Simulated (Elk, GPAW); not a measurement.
A GPAW input for a self-consistent single point of Zr3Au (Pm-3n, 8 atoms in the cell) (DFT LDA (Perdew-Wang 92), plane waves, GPAW PAW datasets LDA (gpaw-data 1.0.1)):

```python
from ase import Atoms
from ase.units import GPa
from gpaw import GPAW

atoms = Atoms(['Zr', 'Zr', 'Zr', 'Zr', 'Zr', 'Zr', 'Au', 'Au'],
              cell=[[5.546045, 0.000000, 0.000000],
                    [0.000000, 5.546045, 0.000000],
                    [0.000000, 0.000000, 5.546045]],
              scaled_positions=[[0.500000, 0.250000, 0.000000],
                                [0.500000, 0.750000, 0.000000],
                                [0.250000, 0.000000, 0.500000],
                                [0.750000, 0.000000, 0.500000],
                                [0.000000, 0.500000, 0.250000],
                                [0.000000, 0.500000, 0.750000],
                                [0.500000, 0.500000, 0.500000],
                                [0.000000, 0.000000, 0.000000]],
              pbc=True)

calc = GPAW(mode={'name': 'pw', 'ecut': 600},
            xc='LDA',
            kpts=(5, 5, 5),
            occupations={'name': 'fermi-dirac', 'width': 0.1},
            nbands=-14,
            convergence={'density': 1e-05, 'energy': 1e-05},
            symmetry={'symmorphic': False, 'tolerance': 0.0005},
            maxiter=100)

atoms.calc = calc

energy = atoms.get_potential_energy()
print('Energy (eV):', round(energy, 6))
forces = atoms.get_forces()
print('Forces (eV/Ang):')
print(forces.round(5))
stress = atoms.get_stress()
print('Stress (GPa, Voigt):', (stress / GPa).round(4))
```

### Question
Translate this input to Elk.

### Answer
This is the input that was run; spellings and numerical settings could be chosen otherwise.

```
tasks
  0

rmtscf
  0.95

swidth
  0.00367493

maxscl
  100

avec
   10.4805061249    0.0000000000    0.0000000000
    0.0000000000   10.4805061249    0.0000000000
    0.0000000000    0.0000000000   10.4805061249

sppath
  './'

atoms
  2
  'Zr.in'
  6
  0.5000000000  0.2500000000  0.0000000000    0.0 0.0 0.0
  0.5000000000  0.7500000000  0.0000000000    0.0 0.0 0.0
  0.2500000000  0.0000000000  0.5000000000    0.0 0.0 0.0
  0.7500000000  0.0000000000  0.5000000000    0.0 0.0 0.0
  0.0000000000  0.5000000000  0.2500000000    0.0 0.0 0.0
  0.0000000000  0.5000000000  0.7500000000    0.0 0.0 0.0
  'Au.in'
  2
  0.5000000000  0.5000000000  0.5000000000    0.0 0.0 0.0
  0.0000000000  0.0000000000  0.0000000000    0.0 0.0 0.0

ngridk
  5 5 5
```

Basis, cutoffs, solver keys and any potentials are the target program's own. This input uses DFT, LDA (PW92), all-electron FP-LAPW, Elk's shipped species files, default APW+lo basis. LDA parametrisations can differ slightly between programs.

The starting cell comes from a database of computed structures (which also holds hypothetical and non-ambient phases and stackings), without a prior relaxation at this level. Its lattice was rescaled by a random factor within 2.5 % of one.
